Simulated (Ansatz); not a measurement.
The starting structures come from a database of crystals and need not be the phases stable at ambient conditions.

Evanescent states of Rb2GeF6 (P-3m1, not sure to be the ambient phase, 9 atoms a cell, 15.5 Å³ an atom) along the normal of (111)

Calculation: r2SCAN (plane waves, PAW; Ansatz, a quantum-chemistry and plane-wave program).

The gap is the functional's own, uncorrected, and κ follows it; spin-orbit coupling is left out. Mid-gap values are interpolated between the computed energies.

Energies count from the valence-band top; κ is the least over a 4×4 mesh across the current.

| E (eV) | κ (1/Å) | where |
|---|---|---|
| 0.16 | 0.367 | off Γ |
| 0.48 | 0.428 | Γ |
| 0.80 | 0.466 | Γ |
| 1.12 | 0.494 | Γ |
| 1.44 | 0.514 | Γ |
| 1.76 | 0.529 | Γ |
| 2.08 | 0.539 | Γ |
| 2.40 | 0.545 | Γ |
| 2.72 | 0.548 | Γ |
| 3.04 | 0.548 | Γ |
| 3.36 | 0.544 | Γ |
| 3.68 | 0.538 | Γ |
| 4.00 | 0.529 | Γ |
| 4.32 | 0.516 | Γ |
| 4.64 | 0.501 | Γ |
| 4.96 | 0.482 | Γ |
| 5.28 | 0.458 | Γ |
| 5.60 | 0.430 | Γ |
| 5.92 | 0.396 | Γ |
| 6.24 | 0.353 | Γ |
| 6.56 | 0.297 | Γ |
| 6.88 | 0.215 | Γ |

Question: How thick must the barrier be to attenuate the transmission by 10^6 when the electrodes' Fermi level lies at 4.64 eV, and what attenuation does that film give at 3.36 eV?

Answer: d = 6 ln 10 / (2 × 0.501) = 13.8 Å. At 3.36 eV it gives 6 × 0.544/0.501 = 6.5 decades.
